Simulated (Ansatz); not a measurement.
**fluorite-type CoSi2 (0 0 1) on silicon (0 0 1) (film strained to the substrate, started from cuts of the bulks and a machine-learned relaxation)**

A periodic stack without vacuum, fluorite-type CoSi2 (0 0 1) on silicon (0 0 1) (film strained to the substrate, started from cuts of the bulks and a machine-learned relaxation): substrate slab Si12, film Co4Si8, surface cells [[1, 0], [1, 1]] and [[1, 0], [1, 1]], film strained by +2.1 and +2.1 %, outermost planes Si/Si and Si/Co as cut, which need not be the usual terminations and can put a slab off its formula.

The start was prepared with a machine-learned potential, and the result is one local minimum, with the in-plane cell held and forces under 0.04 eV/Å; the film can end far from its bulk form.

Method: PBE (plane waves to 420 eV, PAW; Ansatz, an electronic-structure program). Spin–orbit coupling is left out; the runs are not spin-polarised; PBE gaps are too small against experiment. Its k-point mesh 8×8×1, Fermi–Dirac width 0.05 eV.

```
Item                                                                                                                     Result
--------------------------------------------------------------------------------  ---------------------------------------------
interface area                                                                                                          15.0 Å²
period                                                                                                                  27.05 Å
gaps between the outermost planes at the two interfaces                                                         1.56 and 1.05 Å
Si–Si contacts across the interfaces within 1.22 times the sum of covalent radii                                 5, mean 2.54 Å
Co–Si contacts across the interfaces within 1.22 times the sum of covalent radii                                 3, mean 2.27 Å
estimate of the barrier                                                           withheld, since the two interfaces are unlike
```

```xyz
24
Lattice="3.8678 0.0001 0.0223 0.0001 3.8675 -0.0711 1.7785 -1.1702 27.0897" Properties=species:S:1:pos:R:3 pbc="T T T"
Si     3.8733    -0.3175     1.8296
Si     1.9476    -0.3801     0.4612
Si     1.9241     1.6623     4.5194
Si     3.8661     1.6417     3.1592
Si     3.8422    -0.2185     7.3002
Si     1.9163    -0.2460     5.9228
Si     1.8923     1.7658     9.9862
Si     3.8342     1.7412     8.6303
Si     3.8102    -0.1086    12.7601
Si     1.8844    -0.1422    11.3881
Si     1.8592     1.8738    15.5163
Si     3.8019     1.8528    14.0964
Co     1.8261     2.2230    21.1079
Co     3.7747     0.2171    18.4688
Co     1.7982     2.3132    26.4144
Co     3.7459     0.3330    23.7921
Si     3.7673     2.1804    19.8529
Si     1.8327     0.2674    19.8498
Si     1.8488     0.0543    17.1111
Si     3.7813     2.1349    17.3189
Si     3.7397     2.2896    25.0290
Si     1.8040     0.3568    25.1424
Si     1.8195     0.3149    22.4809
Si     3.7524     2.2421    22.4414
```
